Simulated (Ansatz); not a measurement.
Functionals compared on a constructed model of the (110) surface of bcc W, a pseudomorphic layer of Ag in the host's stacking (bottom of the slab: a bare face, its two planes held), in Ansatz (plane waves, PAW). The structure was relaxed with PBE; the other rows are single points on it. Cutoff 420 eV (500 eV for r2SCAN).

Slab: 7 atoms, 14.0 Å thick at the start with caps and adatoms; k 14x14x1, smearing 0.1 eV, dipole-corrected; 2 atoms held, the rest relaxed; symmetry of the start imposed; no spin, no spin-orbit, no U. It is one candidate, not shown to be the stable structure of the face. These notes are the PBE run's.

```json
[
 {"functional": "PBE", "work function of the top face (eV)": "4.48", "rough cost of the single point": "–"},
 {"functional": "RPBE", "work function of the top face (eV)": "4.29", "rough cost of the single point": "roughly 40 core-seconds"},
 {"functional": "r2SCAN", "work function of the top face (eV)": "4.45", "rough cost of the single point": "around 80 core-seconds (rough)"}
]
```

Ansatz is an electronic-structure program.
